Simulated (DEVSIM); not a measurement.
Device: Schottky contact on n-type CdTe, at 300 K.

Layer 1 from the left is CdTe, thickness (μm) 0.320, Nd (cm⁻³) 1.4e17, τn (s) 4e-8, τp (s) 4e-8.

Left contact: Schottky, work function 5.24 eV, emission velocity 7.3e6 cm/s. Right contact: ohmic. Voltage is applied to the left contact. Recombination: SRH at mid-gap, radiative, Auger. Mobility is μmin + (μ − μmin)/(1 + (N/Nref)^α).

This is a model device: material constants are rounded textbook-type values typed into the input, and sizes, dopings and lifetimes were drawn at random. Values at 300 K.

CdTe: gap (eV) 1.5, affinity (eV) 4.28, permittivity 10.2, Nc (cm⁻³) 8e17, Nv (cm⁻³) 1.8e19, μn (cm²/Vs) 1000, μp (cm²/Vs) 80, μn,min 100, μp,min 10, Nref,n 1e17, Nref,p 1e17, αn 0.6, αp 0.6, B (cm³/s) 1e-10, Cn (cm⁶/s) 1e-30, Cp (cm⁶/s) 1e-30.

Model (solved in DEVSIM): 1D drift-diffusion, Boltzmann statistics, complete ionisation; no tunnelling, impact ionisation, image-force lowering or self-heating. Metal contacts follow the ideal Schottky-Mott rule: no Fermi-level pinning, no interface dipoles.

Dark forward current:

```csv
|V| (V),|J| (A/cm²)
0.05,3.869e-10
0.10,3.050e-9
0.15,2.141e-8
0.20,1.480e-7
0.25,1.021e-6
0.30,7.040e-6
0.35,4.851e-5
0.40,0.0003341
0.45,0.002300
0.50,0.01581
0.55,0.1085
0.60,0.7437
0.65,5.077
0.70,34.38
0.75,226.5
0.80,1332
0.85,5545
```

### Question
Work out the local ideality factor n = ΔV / (kT/q · ln(J2/J1)) between the rows 0.15 and 0.20 V, 0.80 and 0.85 V.

### Answer
kT/q = 25.85 mV. From 0.15 to 0.20 V: ln(1.480e-7/2.141e-8) = 1.933, n = 1.00, near the 1 of diffusion or emission over a barrier. From 0.80 to 0.85 V: ln(5545/1332) = 1.426, n = 1.36; the layers' resistance at their doping, Σ W/(qμN) = 2.8e-6 Ω cm², would take 12 mV of this step of 50 mV.

### Question
Estimate the current at 0.45 V for emission alone, J0 = q v N_band exp(−φB/kT), and read the barrier back from the simulated current.

### Answer
φB = 0.960 eV, N_band = 8.00e17 cm⁻³, J0 = 6.96e-11 A/cm²; J = J0 (exp(qV/kT) − 1) = 0.00253 A/cm². The simulation gives 0.00230 A/cm²; the estimate lies 9.9 % above. Read backwards, the simulated current gives an apparent barrier of 0.962 eV. The estimate leaves out transport through the depletion region and minority injection.
